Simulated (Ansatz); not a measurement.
Take NaI in the CsCl type structure (space group Pm-3m, No. 221; a hypothetical phase, not in the database extracts checked) as the base.

```
CELL_PARAMETERS angstrom
      4.06205     0.00000     0.00000
      0.00000     4.06205     0.00000
      0.00000     0.00000     4.06205
ATOMIC_POSITIONS crystal
  Na 0.00000 0.00000 0.00000
  I  0.50000 0.50000 0.50000
```

Cartesian axes are those of the cell as printed.

The values are results of DFT with PBE, PAW potentials and a 420 eV plane-wave cutoff in Ansatz (a program for electronic structure), scalar-relativistic without spin-orbit coupling, not measurements.

Strains are applied to the cell and any free atomic positions relax; under biaxial strain the out-of-plane vector relaxes too; under stress the whole cell relaxes.

One change was made to it. Results:

```tsv
quantity	base	after
energy relative to the base (free energy F)	0 meV/atom	+1.1 meV/atom
shortest interatomic distance	3.518 Å	3.535 Å
```

What was done to the base?
A. biaxial strain −1.10 %, plane normal [001], relaxed out of plane
B. biaxial strain +1.23 %, plane normal [001], relaxed out of plane
C. uniaxial stress, 2 GPa compression along z
D. uniaxial strain ε_yy = +1.49 %
E. uniaxial strain ε_zz = −0.80 %

D, uniaxial strain ε_yy = +1.49 %. For comparison, the shortest interatomic distance in the other runs: biaxial strain −1.10 %, plane normal [001], relaxed out of plane gives 3.493 Å; uniaxial strain ε_zz = −0.80 % gives 3.508 Å; biaxial strain +1.23 %, plane normal [001], relaxed out of plane gives 3.546 Å; uniaxial stress, 2 GPa compression along z gives 3.478 Å.

Stability under load was not tested beyond the relaxation.
